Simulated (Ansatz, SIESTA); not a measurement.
# One structure in several programs: WSi2 (I4/mmm, 3 atoms in the cell)

Self-consistent single point.

```
CELL_PARAMETERS angstrom
     -1.60500     1.60500     3.91500
      1.60500    -1.60500     3.91500
      1.60500     1.60500    -3.91500
ATOMIC_POSITIONS crystal
  Si 0.66500 0.66500 0.00000
  Si 0.33500 0.33500 0.00000
  W  0.00000 0.00000 0.00000
```

Shared settings, as Ansatz (a first-principles code) writes them: kpoints.mp_grid.grid = 10 10 10; magnetization.spin_orbit = true; scf.occupations.method = fermi_dirac; scf.occupations.width = 0.0073 Ry. Potentials and cutoffs stand in the table.

```tsv
code	model	pressure (GPa)	largest force (eV/Å)	cutoff
Ansatz	PBE with spin-orbit coupling, default PAW files	3.78	0.124	default
SIESTA	GGA PBE with spin-orbit coupling, numerical atomic orbitals DZP, PseudoDojo PBE fully relativistic norm-conserving potentials (rewritten from UPF to PSML)	–	0.162	grid 400 Ry
```

A dash marks a value that a program does not give, or that is left out as unsure.

The spread over the programs that give each value: largest force within 0.038 eV/Å.

SIESTA uses small atom-centred bases, whose incompleteness enters pressures, forces and empty levels differently from a plane-wave cutoff.

The starting cell has typed, rounded lattice constants, without a prior relaxation at this level.

Keys are those of Ansatz 0.2.
